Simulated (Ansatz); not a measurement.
# Pressure series in Mo5Si3

Consider Mo5Si3 (space group I4/mcm, No. 140).

```yaml
crystal:
  lattice:
    - [-4.80193, 4.80193, 2.43593]
    - [4.80193, -4.80193, 2.43593]
    - [4.80193, 4.80193, -2.43593]
  atoms:
    - { symbol: Si, position: [0.83250, 0.66750, 0.50000] }
    - { symbol: Si, position: [0.16750, 0.33250, 0.50000] }
    - { symbol: Si, position: [0.66750, 0.16750, 0.83500] }
    - { symbol: Si, position: [0.33250, 0.83250, 0.16500] }
    - { symbol: Si, position: [0.75000, 0.75000, 0.00000] }
    - { symbol: Si, position: [0.25000, 0.25000, 0.00000] }
    - { symbol: Mo, position: [0.92339, 0.22433, 0.14772] }
    - { symbol: Mo, position: [0.07661, 0.77567, 0.85228] }
    - { symbol: Mo, position: [0.22433, 0.07661, 0.30094] }
    - { symbol: Mo, position: [0.77567, 0.92339, 0.69906] }
    - { symbol: Mo, position: [0.57661, 0.72433, 0.30094] }
    - { symbol: Mo, position: [0.42339, 0.27567, 0.69906] }
    - { symbol: Mo, position: [0.27567, 0.57661, 0.85228] }
    - { symbol: Mo, position: [0.72433, 0.42339, 0.14772] }
    - { symbol: Mo, position: [0.25000, 0.75000, 0.50000] }
    - { symbol: Mo, position: [0.75000, 0.25000, 0.50000] }
```

Cell and atoms are relaxed at each pressure.

Computed with PBEsol in Ansatz (plane waves to 420 eV, PAW, scalar-relativistic without spin-orbit coupling).

Notes on the quantities. enthalpy: H = E + PV relative to the base's energy.

```json
[
 {"variant": "base", "enthalpy": "–", "density": "8.34 g/cm³"},
 {"variant": "pressure −2 GPa", "enthalpy": "-0.18 eV/atom", "density": "8.27 g/cm³"},
 {"variant": "pressure −1 GPa", "enthalpy": "-0.09 eV/atom", "density": "8.30 g/cm³"},
 {"variant": "pressure 0.3 GPa", "enthalpy": "+0.03 eV/atom", "density": "8.35 g/cm³"},
 {"variant": "pressure 0.7 GPa", "enthalpy": "+0.06 eV/atom", "density": "8.36 g/cm³"},
 {"variant": "pressure 1.5 GPa", "enthalpy": "+0.13 eV/atom", "density": "8.38 g/cm³"},
 {"variant": "pressure 3 GPa", "enthalpy": "+0.26 eV/atom", "density": "8.43 g/cm³"},
 {"variant": "pressure 5 GPa", "enthalpy": "+0.43 eV/atom", "density": "8.49 g/cm³"},
 {"variant": "pressure 7.5 GPa", "enthalpy": "+0.65 eV/atom", "density": "8.57 g/cm³"},
 {"variant": "pressure 10 GPa", "enthalpy": "+0.86 eV/atom", "density": "8.64 g/cm³"}
]
```

Load acts through the strain it causes; cell and atoms are relaxed under it. Stability against distortions was not tested. Competing high-pressure phases were not computed. All final runs are without spin polarisation.

Ansatz is an electronic-structure program.
